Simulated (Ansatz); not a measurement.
Consider SiC in the wurtzite structure (space group P6_3mc, No. 186; a = 3.075 Å, c = 5.048 Å). Axes: x lies along a and z along c of the hexagonal cell.

Level of theory: plane-wave PAW DFT at the r2SCAN level (Ansatz, a program for electronic structure, 500 eV), no SOC.

For the base:

- Shortest interatomic distance = 1.883 Å
- Smallest direct gap = 4.48 eV

It is then changed as follows: a free-standing slab of 3 layers (12 atoms, 4 a layer) is cut normal to the y axis, with 15 Å of vacuum and the in-plane cell held at bulk.

Estimate the effect on the gap character, shortest interatomic distance, smallest direct gap and change of the spacing d12 from its bulk value of 0.888 Å.

The gap character comes out as indirect, k = (0.091, 0, 0) in the run's primitive reciprocal basis → U; the shortest interatomic distance shrinks by 0.156 Å, from 1.883 Å to 1.727 Å; the smallest direct gap falls by 2.322 eV, from 4.48 eV to 2.15 eV; the change of the spacing d12 from its bulk value of 0.888 Å is -26.4 %.

Stability against distortions was not tested. k-point labels follow each cell's own Brillouin zone.
